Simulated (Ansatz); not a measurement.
The reference is TiC in the rock salt structure (space group Fm-3m, No. 225; a = 4.328 Å; relaxed with 0.1 eV smearing). Axes: x, y, z lie along the cube axes.

All numbers come from r2SCAN, PAW, 500 eV (Ansatz, a first-principles code; without spin-orbit coupling).

Strains are applied to the cell and any free atomic positions relax; under stress the whole cell relaxes.

One change was made to it. Results:

```csv
quantity,base,after
shortest interatomic distance,2.164 Å,2.173 Å
band gap,zero,zero
energy relative to the base (free energy F),0 meV/atom,+13 meV/atom
```

Question: What was done to the base?
(A) uniaxial stress, 8 GPa tension along x
(B) strain tensor (xx, yy, zz, yz, xz, xy) = (+0.31, −1.45, −1.51, −1.98, −1.44, +0.38) %
(C) strain tensor (xx, yy, zz, yz, xz, xy) = (+0.41, +2.38, +0.41, +0.63, +0.76, −0.15) %

Answer: C, strain tensor (xx, yy, zz, yz, xz, xy) = (+0.41, +2.38, +0.41, +0.63, +0.76, −0.15) %. For comparison, the energy relative to the base in the other runs: strain tensor (xx, yy, zz, yz, xz, xy) = (+0.31, −1.45, −1.51, −1.98, −1.44, +0.38) % gives +24 meV/atom; uniaxial stress, 8 GPa tension along x gives +4.8 meV/atom.

Beyond what the load breaks, stability against distortions was not tested. The final runs are not spin-polarised.
